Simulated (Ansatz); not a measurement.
Take BAs in the zinc blende structure (space group F-43m, No. 216) as the base.

```
CELL_PARAMETERS angstrom
      0.00000     2.38395     2.38395
      2.38395     0.00000     2.38395
      2.38395     2.38395     0.00000
ATOMIC_POSITIONS crystal
  B  0.00000 0.00000 0.00000
  As 0.25000 0.25000 0.25000
```

All numbers come from Ansatz (a program for electronic structure) PBEsol, no spin-orbit coupling.

Base values:

The pressure comes out as 0.00 GPa and the width of the top valence band comes out as 5.27 eV.

Modification: the cell is scaled by 1.0150 in all directions; the atoms relax in the strained cell.

Q: How does this affect the pressure, width of the top valence band and energy relative to the base?

A: The pressure goes from zero to -5.72 GPa; the width of the top valence band drops by 0.26 eV to 5.01 eV; the energy grows by 11 meV/atom.

The levels and masses belong to the bands next to the band gap. Whether these cells are dynamically stable was not tested.
